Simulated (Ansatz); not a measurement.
**NbN: alloy series**

Consider NbN in the rock salt structure (space group Fm-3m, No. 225; a = 4.4213 Å).

The other end (x = 1) is YN in the rock salt structure (space group Fm-3m, No. 225): 14.76 Å³/atom, gap 0.21 eV.

Y replaces a fraction x of Nb; each row is one arrangement (x, atoms in the cell, starting space group or random), fully relaxed.

Method: PBE (Ansatz, a quantum-chemistry and plane-wave program; PAW; 420 eV plane waves; without spin-orbit coupling).

Notes on the quantities. mixing energy: to 0.01 eV only: unlike meshes or grids.

```json
[
 {"variant": "base", "mixing energy": "–", "shortest interatomic distance": "2.211 Å"},
 {"variant": "x(Y) = 0.25, 8 atoms, R-3m", "mixing energy": "-0.01 eV/atom", "shortest interatomic distance": "2.213 Å"},
 {"variant": "x(Y) = 0.333, 6 atoms, Immm", "mixing energy": "+0.03 eV/atom", "shortest interatomic distance": "2.194 Å"},
 {"variant": "x(Y) = 0.333, 6 atoms, I4/mmm", "mixing energy": "+0.06 eV/atom", "shortest interatomic distance": "2.159 Å"},
 {"variant": "x(Y) = 0.75, 8 atoms, I4/mmm", "mixing energy": "+0.05 eV/atom", "shortest interatomic distance": "2.246 Å"}
]
```

Each cell is one ordered arrangement of few atoms, which overstates ordering effects compared with a random alloy. Stability against distortions was not tested. The final runs are not spin-polarised. A zero or small gap of YN can be the functional's error rather than a property of the material.
